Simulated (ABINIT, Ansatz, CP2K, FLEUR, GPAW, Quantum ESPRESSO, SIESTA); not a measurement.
Code comparison for In3Cl (P6_3/mmc, 8 atoms in the cell)

Self-consistent single point, at a second geometry (lattice scaled by 0.98). First geometry:

```xyz
8
Lattice="6.6613 0.0000 0.0000 -3.3306 5.7688 0.0000 0.0000 0.0000 6.1936" Properties=species:S:1:pos:R:3 pbc="T T T"
In     1.6497     0.9524     4.6452
In     1.6810     4.8164     1.5484
In     0.0000     1.9049     1.5484
In     3.3306     3.8640     4.6452
In     5.0116     0.9524     4.6452
In    -1.6810     4.8164     1.5484
Cl     3.3306     1.9229     1.5484
Cl     0.0000     3.8459     4.6452
```

Shared settings, as Ansatz (an electronic-structure program) writes them: kpoints.mp_grid.grid = 3 3 3; scf.occupations.method = fermi_dirac; scf.occupations.width = 0.1 eV. Potentials and cutoffs stand in the table.

```json
[
 {"code": "ABINIT", "model": "LDA (PW92), norm-conserving pseudopotentials (PseudoDojo nc-sr-04 LDA standard)", "ΔF from the first geometry (meV/atom)": "-41.0", "pressure (GPa)": "-3.15", "largest force (eV/Å)": "0.232", "cutoff": "35 Ha"},
 {"code": "CP2K", "model": "LDA (Pade form), GPW, DZVP-MOLOPT-SR-GTH basis, GTH-PADE potentials (GTH_POTENTIALS)", "ΔF from the first geometry (meV/atom)": "-38.1", "pressure (GPa)": "-2.84", "largest force (eV/Å)": "0.240", "cutoff": "grid 500 Ry"},
 {"code": "Quantum ESPRESSO", "model": "LDA (PW92), PseudoDojo standard norm-conserving (LDA) pseudopotentials", "ΔF from the first geometry (meV/atom)": "-41.0", "pressure (GPa)": "-3.15", "largest force (eV/Å)": "0.233", "cutoff": "70 Ry"},
 {"code": "GPAW", "model": "LDA (Perdew-Wang 92), GPAW PAW datasets LDA (gpaw-data 1.0.1)", "ΔF from the first geometry (meV/atom)": "-42.2", "pressure (GPa)": "-3.34", "largest force (eV/Å)": "0.229", "cutoff": "600 eV"},
 {"code": "SIESTA", "model": "LDA PW92, numerical atomic orbitals TZP, PseudoDojo LDA standard norm-conserving potentials (rewritten from UPF to PSML)", "ΔF from the first geometry (meV/atom)": "-42.2", "pressure (GPa)": "-3.15", "largest force (eV/Å)": "0.311", "cutoff": "grid 400 Ry"},
 {"code": "FLEUR", "model": "LDA (Vosko-Wilk-Nusair), all-electron FLAPW (FLEUR), scalar-relativistic valence", "ΔF from the first geometry (meV/atom)": "-39.8", "pressure (GPa)": "–", "largest force (eV/Å)": "0.226", "cutoff": "Kmax 3.8 1/bohr"},
 {"code": "Ansatz", "model": "LDA (PW92), PAW files made with PBE", "ΔF from the first geometry (meV/atom)": "-40.6", "pressure (GPa)": "-3.12", "largest force (eV/Å)": "0.232", "cutoff": "default"}
]
```

A dash marks a value that a program does not give, or that is left out as unsure.

No clean gap comes from ABINIT, CP2K, Quantum ESPRESSO, GPAW, SIESTA and Ansatz: levels at the Fermi energy touch, overlap or are partly filled at this smearing.

The spread over the programs that give each value: ΔF from the first geometry within 4.1 meV/atom; pressure within 0.50 GPa; largest force within 0.085 eV/Å.

CP2K and SIESTA use small atom-centred bases, whose incompleteness enters pressures, forces and empty levels differently from a plane-wave cutoff. FLEUR treats all electrons, but the usual bases taken here (sphere radii, linearisation, local orbitals, empty states) were not tested for convergence, so the values are no reference for the others. Ansatz's pressure is given at a fixed set of plane waves, as the other plane-wave codes print theirs.

The shared mesh is coarse (it stands for a supercell whose shortest vector is 18 Å), so the values are not converged in it.

The starting cell comes from a database of computed structures (which also holds hypothetical and non-ambient phases and stackings), without a prior relaxation at this level. Its lattice was rescaled by a random factor within 2.5 % of one. For this run, on top of that: lattice scaled by 0.98.

Keys are those of Ansatz 0.2.
